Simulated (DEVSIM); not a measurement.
Device: illuminated InP p-on-n cell, one wavelength, at 300 K.

| layer (left to right) | material | thickness (μm) | Nd (cm⁻³) | Na (cm⁻³) | τn (s) | τp (s) | absorption coefficient (cm⁻¹) |
|---|---|---|---|---|---|---|---|
| 1 | InP | 0.330 | - | 1.6e18 | 6.3e-9 | 1.1e-9 | 93000 |
| 2 | InP | 0.680 | 1.9e15 | - | 3.3e-8 | 3.3e-8 | 93000 |

Left contact: ohmic, minority electron recombination velocity 3e6 cm/s. Right contact: ohmic, minority hole recombination velocity 20000 cm/s. Voltage is applied to the left contact. Recombination: SRH at mid-gap, radiative, Auger. Light enters at the left, 5.9e17 photons cm⁻² s⁻¹, one pass, no reflection. Mobility is μmin + (μ − μmin)/(1 + (N/Nref)^α).

Constants are typed, rounded textbook-type inputs, not results; the design itself was drawn at random and stands for no fabricated device. Values at 300 K.

| parameter | InP |
|---|---|
| gap (eV) | 1.344 |
| affinity (eV) | 4.38 |
| permittivity | 12.5 |
| Nc (cm⁻³) | 5.7e17 |
| Nv (cm⁻³) | 1.1e19 |
| μn (cm²/Vs) | 5200 |
| μp (cm²/Vs) | 170 |
| μn,min | 400 |
| μp,min | 10 |
| Nref,n | 3e17 |
| Nref,p | 4.9e17 |
| αn | 0.47 |
| αp | 0.62 |
| B (cm³/s) | 1.2e-10 |
| Cn (cm⁶/s) | 9e-31 |
| Cp (cm⁶/s) | 9e-31 |

Simulated with DEVSIM: 1D drift-diffusion, Boltzmann statistics, complete ionisation; no tunnelling, impact ionisation, image-force lowering or self-heating.

The photon flux was swept, all else fixed.

```tsv
photon flux (cm^-2 s^-1)	open-circuit voltage (V)	largest power (mW/cm²)	fill factor	short-circuit current (mA/cm²)
1.8e16	0.744	0.940	0.81	1.56
5.9e16	0.780	3.30	0.83	5.10
1.8e17	0.813	10.7	0.84	15.6
5.9e17	0.846	36.8	0.85	51.0
1.8e18	0.877	117	0.86	156
5.9e18	[?]	402	0.87	[?]
1.8e19	0.940	1270	0.87	1560
```

**Question.** Some entries are withheld; supply them.

**Answer.** 
- 5.9e18, open-circuit voltage (V): 0.909
- 5.9e18, short-circuit current (mA/cm²): 510
